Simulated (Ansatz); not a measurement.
## Response to strain in ZnS

Start from ZnS in the wurtzite structure (space group P6_3mc, No. 186; a = 3.845 Å, c = 6.305 Å).

Strains are applied to the cell and any free atomic positions relax.

The values are results of plane-wave PAW DFT at the PBE level (Ansatz, a first-principles code, 420 eV), spin-orbit coupling left out, not measurements.

Notes on the quantities. pressure: mean of the normal stresses, compression positive.

```json
[
 {"isotropic strain (%)": "0", "pressure (GPa)": "0.0"},
 {"isotropic strain (%)": "0.6", "pressure (GPa)": "-1.2"},
 {"isotropic strain (%)": "1.2", "pressure (GPa)": "?"},
 {"isotropic strain (%)": "1.8", "pressure (GPa)": "-3.3"},
 {"isotropic strain (%)": "2.4", "pressure (GPa)": "-4.2"},
 {"isotropic strain (%)": "3", "pressure (GPa)": "-5.0"}
]
```

Q: Fit P = P₀ − Bδ + Cδ² with δ = (1 + ε)³ − 1 to the rows shown and predict the withheld row.

A: Least squares on the printed values gives P₀ = 0.0 GPa, B = 68.9 GPa (at held cell shape), C = 162 GPa (largest residual 0.0 GPa); this predicts -2.3 GPa, and the run gives -2.3 GPa, in agreement.

No phonon test of stability was made.
